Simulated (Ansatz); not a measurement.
# SiC: isotropic strain +3.00 %

The reference is SiC in the zinc blende structure (space group F-43m, No. 216; a = 4.329 Å).

The change: every lattice vector is stretched by 3.00 %; the atoms relax in the strained cell.

Calculations: Kohn–Sham DFT with the LDA functional, run in Ansatz (an electronic-structure program) with PAW and 420 eV plane waves, without spin-orbit coupling. k-mesh 13×13×13 (Γ-centred); smearing 0.05 eV (Fermi–Dirac).

```tsv
quantity	base	changed	shift
space group	F-43m (No. 216)	F-43m (No. 216)	–
shortest interatomic distance	1.875 Å	1.931 Å	+0.056 Å
energy relative to the base (free energy F)	0 meV/atom	+54 meV/atom	+54 meV/atom
pressure	0.00 GPa	-17.12 GPa	-17.114 GPa
band gap	1.30 eV	1.37 eV	+0.07 eV
gap character	indirect, Γ → X	indirect, Γ → X	–
mean gap deformation potential ΔEg/Δln V	–	+0.8 eV	–
width of the top valence band	4.79 eV	4.45 eV	-0.335 eV
electron mass	0.68 mₑ along k, 0.23 mₑ across (at X)	0.71 mₑ along k, 0.23 mₑ across (at X)	–
```

Cost of the whole job for the changed cell (relaxation, final SCF and bands): very roughly 5 core-seconds.

Effective masses come from finite differences of ±0.01 Å⁻¹. Along k means along the line from Γ to the band edge. Whether these cells are dynamically stable was not tested.
